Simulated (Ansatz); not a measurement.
# A self-consistent single point of Al₂GeF₂O₄ (Pnma, 36 atoms in the cell) with Ansatz

Level of theory: PBEsol, default PAW files made with PBE (plane waves; Ansatz, a first-principles code).

Input:

Ansatz 0.2 input:
```yaml
# Al2Ge(O2F)2
crystal:
  lattice:
    - [9.17907600, 0.00000000, 0.00000000]
    - [0.00000000, 8.70505400, 0.00000000]
    - [0.00000000, 0.00000000, 4.85770800]
  atoms:
    - { symbol: Al, position: [0.13260000, 0.08170000, 0.59200000] }
    - { symbol: Al, position: [0.36740000, 0.91830000, 0.09200000] }
    - { symbol: Al, position: [0.63260000, 0.41830000, 0.90800000] }
    - { symbol: Al, position: [0.86740000, 0.58170000, 0.40800000] }
    - { symbol: Al, position: [0.86740000, 0.91830000, 0.40800000] }
    - { symbol: Al, position: [0.63260000, 0.08170000, 0.90800000] }
    - { symbol: Al, position: [0.36740000, 0.58170000, 0.09200000] }
    - { symbol: Al, position: [0.13260000, 0.41830000, 0.59200000] }
    - { symbol: Ge, position: [0.43890000, 0.25000000, 0.40090000] }
    - { symbol: Ge, position: [0.06110000, 0.75000000, 0.90090000] }
    - { symbol: Ge, position: [0.93890000, 0.25000000, 0.09910000] }
    - { symbol: Ge, position: [0.56110000, 0.75000000, 0.59910000] }
    - { symbol: F, position: [0.75320000, 0.05400000, 0.59810000] }
    - { symbol: F, position: [0.74680000, 0.94600000, 0.09810000] }
    - { symbol: F, position: [0.25320000, 0.44600000, 0.90190000] }
    - { symbol: F, position: [0.24680000, 0.55400000, 0.40190000] }
    - { symbol: F, position: [0.24680000, 0.94600000, 0.40190000] }
    - { symbol: F, position: [0.25320000, 0.05400000, 0.90190000] }
    - { symbol: F, position: [0.74680000, 0.55400000, 0.09810000] }
    - { symbol: F, position: [0.75320000, 0.44600000, 0.59810000] }
    - { symbol: O, position: [0.24800000, 0.25000000, 0.45170000] }
    - { symbol: O, position: [0.25200000, 0.75000000, 0.95170000] }
    - { symbol: O, position: [0.74800000, 0.25000000, 0.04830000] }
    - { symbol: O, position: [0.75200000, 0.75000000, 0.54830000] }
    - { symbol: O, position: [0.03730000, 0.25000000, 0.77720000] }
    - { symbol: O, position: [0.46270000, 0.75000000, 0.27720000] }
    - { symbol: O, position: [0.53730000, 0.25000000, 0.72280000] }
    - { symbol: O, position: [0.96270000, 0.75000000, 0.22280000] }
    - { symbol: O, position: [0.99180000, 0.08140000, 0.29330000] }
    - { symbol: O, position: [0.50820000, 0.91860000, 0.79330000] }
    - { symbol: O, position: [0.49180000, 0.41860000, 0.20670000] }
    - { symbol: O, position: [0.00820000, 0.58140000, 0.70670000] }
    - { symbol: O, position: [0.00820000, 0.91860000, 0.70670000] }
    - { symbol: O, position: [0.49180000, 0.08140000, 0.20670000] }
    - { symbol: O, position: [0.50820000, 0.58140000, 0.79330000] }
    - { symbol: O, position: [0.99180000, 0.41860000, 0.29330000] }
basis:
  ecutwfc: 30.9 Ry
kpoints:
  mp_grid: { grid: [3, 3, 6] }
hamiltonian:
  xc: pbesol
  pseudopotentials: { kind: paw }
scf:
  occupations: { method: cold, width: 0.0073 Ry }
output:
  forces: true
  eigenvalues: true
  stress: true
```

Output, abridged:

```
WARN ansatz: RAYON_NUM_THREADS=1 ignored (pool sized by the plan → 1); use --threads N
Pseudopotentials: kind: paw
Pseudopotential: Al, paw, valence charge 3
Pseudopotential: Ge, paw, valence charge 14
Pseudopotential: F, paw, valence charge 7
Pseudopotential: O, paw, valence charge 6
Crystal: 36 atoms, lattice volume = 388.152 Å³
Basis set: ecut = 420.4159175005146 eV, 7583 PW (Γ), exchange–correlation on 128×120×72 points (8 copies of the dense FFT grid, shifted against one another)
Bands: 152, of which v1, the nominal top of the filled ones, is band 116 counted from 1 (115 counted from 0)
Symmetry: 8 space group operations
Space group: Pnma (ITA 62), of the structure as read, at distance tolerance 7.3e-5 Å
k-points: 16 of 54
PAW frozen core: Al, regenerated for the run's functional, and the local potential with it
PAW frozen core: Ge, regenerated for the run's functional, and the local potential with it
PAW frozen core: F, regenerated for the run's functional, and the local potential with it
PAW frozen core: O, regenerated for the run's functional, and the local potential with it
Initial density: superposition of atomic densities (neutral atoms: chi_scale 0, normalization atom), corrected by the library's trained network
Initial wavefunctions: pseudopotential atomic-orbital guess
Eigensolver: davidson
Functional: x = pbesol(κ = 0.804, μ = 0.12345679012345678), c = pbesol(β = 0.046)
SCF iter   1: F=—  HF=-36625.140922 eV  |F-HF|=—  |Δ(HF+E_count)|=         —  Δρ=1.45e-2  dr2=5.81e-1  ethr=1.77e-3  ⟨swp⟩=5.2  Hψ=9777  notcnv=0  defer=313
all-band conjugate gradients solve this SCF's bands
preconditioner: auto → Resta (q_TF=auto, 2.504 Å⁻¹)
SCF iter   2: F=—  HF=-36624.966229 eV  |F-HF|=—  |Δ(HF+E_count)|=   1.75e-1  S|Δr|=    0.00e0  Δρ=1.87e-3  dr2=5.04e-3  ethr=2.50e-4  ⟨swp⟩=2.0  Hψ=3895  notcnv=0  defer=512
SCF iter   3: F=—  HF=-36624.966630 eV  |F-HF|=—  |Δ(HF+E_count)|=   4.01e-4  S|Δr|=    0.00e0  Δρ=8.82e-4  dr2=1.70e-3  ethr=2.17e-6  ⟨swp⟩=2.0  Hψ=3772  notcnv=0  defer=512
SCF iter   4: F=—  HF=-36624.967206 eV  |F-HF|=—  |Δ(HF+E_count)|=   5.76e-4  S|Δr|=    0.00e0  Δρ=3.49e-4  dr2=3.35e-4  ethr=7.34e-7  ⟨swp⟩=2.5  Hψ=3498  notcnv=0  defer=512
SCF iter   5: F=—  HF=-36624.967134 eV  |F-HF|=—  |Δ(HF+E_count)|=   7.16e-5  S|Δr|=    0.00e0  Δρ=6.54e-5  dr2=1.34e-5  ethr=1.44e-7  ⟨swp⟩=2.0  Hψ=3770  notcnv=0  defer=512
SCF iter   6: F=—  HF=-36624.967211 eV  |F-HF|=—  |Δ(HF+E_count)|=   7.68e-5  S|Δr|=    0.00e0  Δρ=3.11e-5  dr2=2.62e-6  ethr=5.78e-9  ⟨swp⟩=2.0  Hψ=3776  notcnv=0  defer=512
SCF iter   7: F=—  HF=-36624.967211 eV  |F-HF|=—  |Δ(HF+E_count)|=   4.64e-7  S|Δr|=    0.00e0  Δρ=7.00e-6  dr2=1.55e-7  ethr=1.13e-9  ⟨swp⟩=2.0  Hψ=3772  notcnv=0  defer=512
SCF iter   8: F=-36624.967211 eV  HF=-36624.967211 eV  |F-HF|=7.51e-9  |Δ(HF+E_count)|=   6.00e-8  S|Δr|=    0.00e0  Δρ=3.35e-6  dr2=3.89e-8  ethr=4.31e-11  ⟨swp⟩=15.9  Hψ=13732  notcnv=0
SCF 1 converged in 8 iterations: F = -36624.967211 eV  dr2 = 3.89e-8
SCF converged after 8 iterations
Stability not checked (fill_not_monotonic)
Free energy (F): -36624.967211 eV
Harris-Foulkes:  -36624.967211 eV  (|F-HF|=7.51e-9)
Internal energy: -36624.967211 eV  (E = F + TS)
E sigma→0 (E₀):  -36624.967211 eV
Fermi energy:    6.875019 eV
Step filling:    the computed levels leave a gap of 3.5805 eV = 36.0 smearing widths
--- Per-component energies (eV) ---
  E_band       = -1138.038539
  E_kinetic    = 5112.269575
  E_local      = -21053.739373  (includes V_loc(G=0)·N_el)
  E_nonlocal   = 3138.099785
  E_hartree    = 8446.201481
  E_xc         = -2409.509696
  E_vxc        = -2801.257958  (∫ρ·V_xc dr)
  E_paw        = -15570.525618  (= ΣΔE_a)
  E_vpaw       = -2425.867778  (= ΣTr[D̂ρ^β])
  E_aug_tail   = 0.056944  (compensation charges beyond the density's cutoff)
  E_ewald      = -14292.549314
  E_core_change = 4.729005  (= ΣΔE_core)
  E_smearing   = 0.000000  (= −TS)
  E_closure    = -0.000000  (closes the sum)
  Σ components = -36624.967211   (vs F -36624.967211, Δ=0.00e0)
--- Forces (eV/Å), atoms counted from 1 ---
  atom   1  Al    -0.17649651    -0.00090888     0.17304788
  atom   2  Al     0.17649651     0.00090888     0.17304788
  atom   3  Al    -0.17649651     0.00090888    -0.17304788
  atom   4  Al     0.17649651    -0.00090888    -0.17304788
  atom   5  Al     0.17649651     0.00090888    -0.17304788
  atom   6  Al    -0.17649651    -0.00090888    -0.17304788
   [... 25 lines left out ...]
  atom  32  O      0.20551269     0.62418947     0.18411580
  atom  33  O      0.20551269    -0.62418947     0.18411580
  atom  34  O     -0.20551269     0.62418947     0.18411580
  atom  35  O      0.20551269     0.62418947    -0.18411580
  atom  36  O     -0.20551269    -0.62418947    -0.18411580
  max |Σ_I F_I| component: 3.05e-16 eV/Å
--- Stress (GPa, compression-positive) ---
       -7.721067      -0.000000       0.000000
       -0.000000     -10.157222       0.000000
        0.000000       0.000000     -10.412077
  P = ⅓ Tr σ = -9.4301 GPa (-94.301 kbar)
  The stress holds the Pulay correction. Without it, at fixed plane waves, as pw.x and ABINIT print it: P = -10.2288 GPa
--- Band table (eV; the first three rows and the last of 16) ---
  k-point 0: bands = ["-18.5471", "-18.5471", "-18.5456", "-18.5448", "-18.5195", "-18.5195", "-18.5171", "-18.5169", "-18.4973", "-18.4962", "-18.4958", "-18.4953", "-18.3249", "-18.3237", "-18.3234", "-18.3233", "-18.3195", "-18.3190", "-18.3189", [...]
  k-point 1: bands = ["-18.5471", "-18.5469", "-18.5456", "-18.5447", "-18.5202", "-18.5201", "-18.5168", "-18.5167", "-18.4982", "-18.4968", "-18.4959", "-18.4952", "-18.3247", "-18.3236", "-18.3235", "-18.3233", "-18.3194", "-18.3190", "-18.3188", [...]
  k-point 2: bands = ["-18.5469", "-18.5465", "-18.5457", "-18.5448", "-18.5213", "-18.5212", "-18.5165", "-18.5164", "-18.4994", "-18.4982", "-18.4960", "-18.4954", "-18.3244", "-18.3237", "-18.3236", "-18.3234", "-18.3192", "-18.3190", "-18.3186", [...]
  k-point 15: bands = ["-18.5463", "-18.5463", "-18.5456", "-18.5456", "-18.5205", "-18.5205", "-18.5178", "-18.5178", "-18.4984", "-18.4984", "-18.4966", "-18.4966", "-18.3239", "-18.3239", "-18.3236", "-18.3236", "-18.3189", "-18.3189", [...]
```

The run converged in 8 iterations.

The starting cell comes from a database of published, mostly measured structures (it also holds non-ambient and calculated ones), without a prior relaxation at this level. Its lattice was rescaled by a random factor within 2.5 % of one. With a pressure of about -9 GPa the cell is away from its equilibrium volume at this level. Ansatz's pressure includes its estimate of the finite-basis (Pulay) stress. Without the estimate this run gives -10.23 GPa.

Cost on one core of a shared machine: roughly 50 s.
